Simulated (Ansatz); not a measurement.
Electronic density of states of amorphous Al28O44Hf, density 3.39 g/cm³, on a 2×2×2 Γ-centred mesh with a Gaussian width of 0.1 eV; energies count from the Fermi level, whose place inside the gap is arbitrary. Cell and mesh are small, so fine structure isn't converged. Method: PBE, scalar-relativistic without spin-orbit coupling (plane waves to 420 eV, PAW; Ansatz, a first-principles code). Sampling: a 2×2×2 Γ-centred mesh; Fermi-Dirac width 0.02 eV; no spin polarisation. At PBE the levels at the filled edge of the gap are localised (band-tail or defect states), and the nearest spread-out levels lie 4.0 eV apart at the zone centre.

Preparation: random packing, a CHGNet melt and quench, and a DFT relaxation. O atoms were pushed apart under 1.9 Å during the dynamics, to hinder bonds among them. The hot cell started wider than the set density and was brought back towards it in steps. It is the lowest in DFT energy of 2 quenches. It is a model cell: composition and starting density were chosen by hand, and all elements were melted together. No dispersion term was used. Its density started from a set value of 3.39 and ended at 3.39 g/cm³. The quench (nominally 410 K/ps over its main leg) was far faster than any real one, so the model tends to hold more defects than a real film. Values belong to this one cell and scatter from quench to quench. The volume was held where the preparation left it, at a PBE pressure of 2.5 GPa. Stress components on the final sampling reach 4.8 GPa.

```
E - EF (eV)  states/(eV atom)
-----------  ----------------
-12.00                   0.00
-11.90                   0.00
-11.80                   0.00
-11.70                   0.00
-11.60                   0.00
-11.50                   0.00
-11.40                   0.00
-11.30                   0.00
-11.20                   0.00
-11.10                   0.00
-11.00                   0.00
-10.90                   0.00
-10.80                   0.00
-10.70                   0.00
-10.60                   0.00
-10.50                   0.00
-10.40                   0.00
-10.30                   0.00
-10.20                   0.00
-10.10                   0.00
-10.00                   0.00
-9.90                    0.00
-9.80                    0.00
-9.70                    0.00
-9.60                    0.00
-9.50                    0.00
-9.40                    0.00
-9.30                    0.00
-9.20                    0.00
-9.10                    0.00
-9.00                    0.00
-8.90                    0.00
-8.80                    0.02
-8.70                    0.13
-8.60                    0.26
-8.50                    0.26
-8.40                    0.27
-8.30                    0.31
-8.20                    0.36
-8.10                    0.41
-8.00                    0.45
-7.90                    0.43
-7.80                    0.40
-7.70                    0.39
-7.60                    0.34
-7.50                    0.33
-7.40                    0.38
-7.30                    0.38
-7.20                    0.37
-7.10                    0.38
-7.00                    0.42
-6.90                    0.44
-6.80                    0.46
-6.70                    0.49
-6.60                    0.50
-6.50                    0.52
-6.40                    0.52
-6.30                    0.52
-6.20                    0.54
-6.10                    0.51
-6.00                    0.49
-5.90                    0.51
-5.80                    0.56
-5.70                    0.57
-5.60                    0.59
-5.50                    0.60
-5.40                    0.56
-5.30                    0.57
-5.20                    0.62
-5.10                    0.64
-5.00                    0.64
-4.90                    0.65
-4.80                    0.64
-4.70                    0.61
-4.60                    0.63
-4.50                    0.69
-4.40                    0.73
-4.30                    0.71
-4.20                    0.74
-4.10                    0.77
-4.00                    0.74
-3.90                    0.73
-3.80                    0.73
-3.70                    0.70
-3.60                    0.64
-3.50                    0.70
-3.40                    0.70
-3.30                    0.71
-3.20                    0.75
-3.10                    0.70
-3.00                    0.65
-2.90                    0.62
-2.80                    0.63
-2.70                    0.61
-2.60                    0.53
-2.50                    0.48
-2.40                    0.47
-2.30                    0.46
-2.20                    0.42
-2.10                    0.30
-2.00                    0.18
-1.90                    0.11
-1.80                    0.04
-1.70                    0.11
-1.60                    0.12
-1.50                    0.02
-1.40                    0.00
-1.30                    0.00
-1.20                    0.00
-1.10                    0.00
-1.00                    0.00
-0.90                    0.00
-0.80                    0.00
-0.70                    0.00
-0.60                    0.00
-0.50                    0.00
-0.40                    0.00
-0.30                    0.00
-0.20                    0.00
-0.10                    0.00
0.00                     0.00
0.10                     0.00
0.20                     0.00
0.30                     0.00
0.40                     0.00
0.50                     0.00
0.60                     0.00
0.70                     0.00
0.80                     0.00
0.90                     0.00
1.00                     0.00
1.10                     0.00
1.20                     0.00
1.30                     0.00
1.40                     0.00
1.50                     0.01
1.60                     0.02
1.70                     0.01
1.80                     0.00
1.90                     0.00
2.00                     0.00
2.10                     0.00
2.20                     0.03
2.30                     0.06
2.40                     0.09
2.50                     0.11
2.60                     0.07
2.70                     0.04
2.80                     0.06
2.90                     0.07
3.00                     0.08
3.10                     0.09
3.20                     0.11
3.30                     0.17
3.40                     0.14
3.50                     0.10
3.60                     0.08
3.70                     0.08
3.80                     0.08
3.90                     0.10
4.00                     0.13
4.10                     0.11
4.20                     0.14
4.30                     0.17
4.40                     0.21
4.50                     0.19
4.60                     0.23
4.70                     0.24
4.80                     0.20
4.90                     0.25
5.00                     0.27
5.10                     0.25
5.20                     0.29
5.30                     0.29
5.40                     0.31
5.50                     0.36
5.60                     0.33
5.70                     0.35
5.80                     0.41
5.90                     0.39
6.00                     0.33
6.10                     0.31
6.20                     0.35
6.30                     0.38
```

The level gap on this mesh is 3.24 eV; the broadening fills part of it in the curve.
